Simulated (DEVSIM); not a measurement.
System: illuminated Si n-on-p cell, one wavelength, with a back-surface field, at 300 K.

Layer 1 from the left is Si, thickness (μm) 0.0830, Nd (cm⁻³) 1.7e18, τn (s) 8.3e-6, τp (s) 1.1e-6, absorption coefficient (cm⁻¹) 170. Layer 2 from the left is Si, thickness (μm) 60.0, Na (cm⁻³) 3.6e15, τn (s) 1.6e-5, τp (s) 1.6e-5, absorption coefficient (cm⁻¹) 170. Layer 3 from the left is Si, thickness (μm) 0.240, Na (cm⁻³) 1.6e18, τn (s) 1.6e-5, τp (s) 1.6e-5, absorption coefficient (cm⁻¹) 170.

Left contact: ohmic, minority hole recombination velocity 70000 cm/s. Right contact: ohmic, minority electron recombination velocity 2e5 cm/s. Voltage is applied to the left contact. Recombination: SRH at mid-gap, radiative, Auger. Light enters at the left, 2.5e17 photons cm⁻² s⁻¹, one pass, no reflection. Mobility is μmin + (μ − μmin)/(1 + (N/Nref)^α).

Constants are typed, rounded textbook-type inputs, not results; the design itself was drawn at random and stands for no fabricated device. Values at 300 K.

Si: gap (eV) 1.124, affinity (eV) 4.05, permittivity 11.7, Nc (cm⁻³) 2.86e19, Nv (cm⁻³) 3.1e19, μn (cm²/Vs) 1417, μp (cm²/Vs) 470, μn,min 52, μp,min 45, Nref,n 9.7e16, Nref,p 2.2e17, αn 0.68, αp 0.72, B (cm³/s) 4.7e-15, Cn (cm⁶/s) 2.8e-31, Cp (cm⁶/s) 9.9e-32.

Simulated with DEVSIM: 1D drift-diffusion, Boltzmann statistics, complete ionisation; no tunnelling, impact ionisation, image-force lowering or self-heating.

### Question
What does the simulation give for the short-circuit current, the potential step across the device at zero bias, the share of generated pairs collected at short circuit?

### Answer
short-circuit current 24.8 mA/cm²; potential step across the device at zero bias 0.974 V; share of generated pairs collected at short circuit 0.965.
